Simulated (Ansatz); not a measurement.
## Ir: energy against strain

Ir (fcc, Fm-3m, 14.211 Å³/atom at rest) under an equal strain ε in the (111) plane with the normal axis free, as in a coherent film. r2SCAN in Ansatz, a plane-wave DFT program (PAW, default set), 500 eV, 29×29×29 Γ-centred mesh, Fermi-Dirac smearing 0.10 eV; ions are relaxed within the symmetry of each cell.

Here s stands for strain and y for E less E0.

```
strain (%)  E less E0 (meV/atom)
----------  --------------------
-1.25                      11.82
-0.83                       5.02
-0.42                       1.18
0.00                        0.00
0.42                        1.46
0.83                        5.31
1.25                       11.62
2.50                           ?
```

The 7 complete rows are fitted with a parabola, y against s. Least squares gives y = -0.002 + 0.0223·s + 7.5021·s². Residuals (row less fit): 0.128, -0.128, -0.132, 0.002, 0.129, 0.125, -0.128; standard error 0.157 (degrees of freedom: 4). Twice the quadratic coefficient over the volume, 2 × 7.5021 meV × 10⁴ × 0.1602 / 14.211 Å³, is twice the biaxial elastic modulus of this plane = 1692 ± 22 GPa.

Problem. What does the fit predict for y at s = 2.50, and how far is the calculated value from it?

Solution. y = -0.002 + 0.0223 × 2.50 + 7.5021 × 2.50² = 46.942 meV/atom. The calculation gives 43.40 meV/atom, 3.542 meV/atom below the prediction (8.2 % of the range of y in the table). The row lies outside the fitted rows, so this is an extrapolation. From the scatter of the fitted rows alone, a prediction at this place has a standard error of 0.602 meV/atom, so the miss is 5.9 times that.

One order more, fitted to all 13 runs of the series, follows each within 0.03, so the miss is the next term of a smooth law. In a metal these values are sensitive to mesh and smearing; energies are taken to zero smearing, stresses follow the free energy. Rows are the converged runs of the series near zero and its far end; series whose fitted rows scatter by over a few per cent of the range, as at a crossing or softening among them, aren't shown in this form. Most that stay on the fit to the last digits aren't either.
